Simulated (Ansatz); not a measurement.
Input for antimonene on antimonene on antimonene on antimonene (facing atoms over hollows or bridges; antimonene a predicted or substrate-bound sheet, here free):

Ansatz 0.2 input:
```yaml
crystal:
  lattice:
    - [4.069075494, 0.0, 0.0]
    - [-2.034537747, 3.523922746, 0.0]
    - [0.0, 0.0, 34.61]
  atoms:
    - { symbol: Sb, position: [0.3333333, 0.6666667, 0.2600405] }
    - { symbol: Sb, position: [0.6666667, 0.3333333, 0.3074256] }
    - { symbol: Sb, position: [0.3333333, 0.6666667, 0.4042184] }
    - { symbol: Sb, position: [0.6666667, 0.3333333, 0.4516036] }
    - { symbol: Sb, position: [0.3333333, 0.6666667, 0.5483964] }
    - { symbol: Sb, position: [0.6666667, 0.3333333, 0.5957816] }
    - { symbol: Sb, position: [0.3333333, 0.6666667, 0.6925744] }
    - { symbol: Sb, position: [0.6666667, 0.3333333, 0.7399595] }
  symmetry: { detect: true }
basis:
  ecutwfc: 420
  ecutrho_ratio: 4
  xc_grid: 2
kpoints:
  mp_grid: { grid: [9, 9, 1] }
hamiltonian:
  xc: pbe
  dispersion: d3bj
  pseudopotentials: { kind: paw }
scf:
  n_extra_bands: 12
  occupations: { method: fermi_dirac, width: 0.01 }
output:
  forces: true
  eigenstates:
    kpoints:
      - [0.0, 0.0, 0]
      - [0.333333, 0.333333, 0]
      - [-0.5, 0.0, 0]
      - [0.166667, 0.166667, 0]
    e_range: [-3, 3.5]
    localisation: true
efield:
  axis: 3
  dipole_correction: true
relax:
  f_tol: 0.012
  max_steps: 80
```

Method: PBE+D3(BJ) (plane waves to 420 eV, PAW; Ansatz, a program for electronic structure). Scalar-relativistic, without spin–orbit coupling. Its k-point mesh 9×9×1, Fermi–Dirac width 0.01 eV. A dipole correction is on.

**Question.** Write the closing report of this run, without the band table and long remarks, to eight decimals at most.

**Answer.** 
```
SCF converged after 8 iterations
Free energy (F): -51878.326230 eV
Harris-Foulkes:  -51878.326230 eV  (|F-HF|=3.24e-8)
Internal energy: -51878.324206 eV  (E = F + TS)
E sigma→0 (E₀):  -51878.325218 eV
Entropy (-TS):   -0.002024 eV (-0.253 meV/atom)
Fermi energy:    2.636911 eV
Dipole field:    D = 0.000088 V/Å  (p = 0.000242 e·Å, saw-weighted, corrected)
Work function:   Φ+ = 4.2664 eV   Φ− = 4.2694 eV
Levels:          The Fermi level and band energies are counted from a zero that moves with the ramp; work functions are not
--- Per-component energies (eV) ---
  E_band       = -2211.827201
  E_kinetic    = 1654.571613
  E_local      = -137915.214412  (includes V_loc(G=0)·N_el)
  E_nonlocal   = 2897.153885
  E_hartree    = 67936.701898
  E_xc         = -1106.042665
  E_vxc        = -767.664020  (∫ρ·V_xc dr)
  E_paw        = -36601.991081  (= ΣΔE_a)
  E_vpaw       = -3954.111106  (= ΣTr[D̂ρ^β])
  E_aug_tail   = -0.000012  (compensation charges beyond the density's cutoff)
  E_efield     = 0.000000  (sawtooth field / dipole correction)
  E_vefield    = 0.000000  (∫n·V_field dr)
  E_ewald      = 51259.550371
  E_disp       = -3.053802  (pairwise vdW)
  E_smearing   = -0.002024  (= −TS)
  E_closure    = 0.000000  (closes the sum)
  Σ components = -51878.326230   (vs F -51878.326230, Δ=0.00e0)
--- Forces (eV/Å), atoms counted from 1 ---
  atom   1  Sb    0.00000000     0.00000000    -0.00403318
  atom   2  Sb     0.00000000     0.00000000     0.00538136
  atom   3  Sb    0.00000000    0.00000000    -0.00340102
  atom   4  Sb     0.00000000     0.00000000     0.00129924
  atom   5  Sb     0.00000000    0.00000000    -0.00764923
  atom   6  Sb     0.00000000     0.00000000     0.01192533
  atom   7  Sb     0.00000000    0.00000000    -0.01159687
  atom   8  Sb    0.00000000     0.00000000     0.00807950
  max |Σ_I F_I| component: 5.13e-6 eV/Å
--- Relaxed structure (7 steps of the walk, 7 accepted, 0 SCFs on fresh bases) ---
  F+E_penalty+E_count = -51878.32622999 eV   max|allowed force component| = 1.192e-2 eV/Å
  atoms:
    - { symbol: Sb, position: [0.33333333, 0.66666667, 0.28052132] }
    - { symbol: Sb, position: [0.66666667, 0.33333333, 0.32851260] }
    - { symbol: Sb, position: [0.33333333, 0.66666667, 0.41134512] }
    - { symbol: Sb, position: [0.66666667, 0.33333333, 0.45960592] }
    - { symbol: Sb, position: [0.33333333, 0.66666667, 0.54036216] }
    - { symbol: Sb, position: [0.66666667, 0.33333333, 0.58859722] }
    - { symbol: Sb, position: [0.33333333, 0.66666667, 0.67154175] }
    - { symbol: Sb, position: [0.66666667, 0.33333333, 0.71951390] }
```

Cost: very roughly 2.9 core-minutes.
